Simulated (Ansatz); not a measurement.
Defect migration in bcc Mo: Au-vacancy pair (Au on one host Mo site, one Mo site vacant), neutral cell. The step: Au and the vacancy change places (Au-vacancy distance between ideal sites 2.74 Å throughout); the atom moves 1.91 Å along (0.35, 0.35, 0.35) of the unit cell; the moving atom starts with neighbours 2 Mo at 2.72, Mo at 2.74, 4 Mo at 2.91, Mo at 2.91, Mo at 2.92, Mo at 3.15, 2 Mo at 3.41, Mo at 3.43 Å and ends with 2 Mo at 2.72, Mo at 2.74, 4 Mo at 2.91, Mo at 2.91, Mo at 2.92, Mo at 3.15, 2 Mo at 3.41, Mo at 3.43 Å. DFT values are from Ansatz (plane-wave PAW, 420 eV unless said) in a cell of 36 host sites, spin-restricted, static, with no finite-size correction. Forms of the defect that were not tried may lie lower. For the PBE band: the saddle point's order was not checked, and it lies on a symmetry element of the cell, where a band can be held.

| Level | Forward barrier (eV) | Cost of the band or of the saddle's single point |
|---|---|---|
| CHGNet universal potential (has no charge state), its own band | 0.49 | - |
| PBE, a 2×2×3 k-point mesh shifted by half a step, band relaxed | 0.38 | about 30 core-minutes (a rough figure) |
| PBE, a 3×3×5 k-point mesh shifted by half a step, same geometries | 0.45 | about 5 core-minutes (a rough figure) |
| r2SCAN at 500 eV, a 2×2×3 k-point mesh shifted by half a step, same geometries | 0.43 | about 4 core-minutes (a rough figure) |

Ansatz is an electronic-structure program.
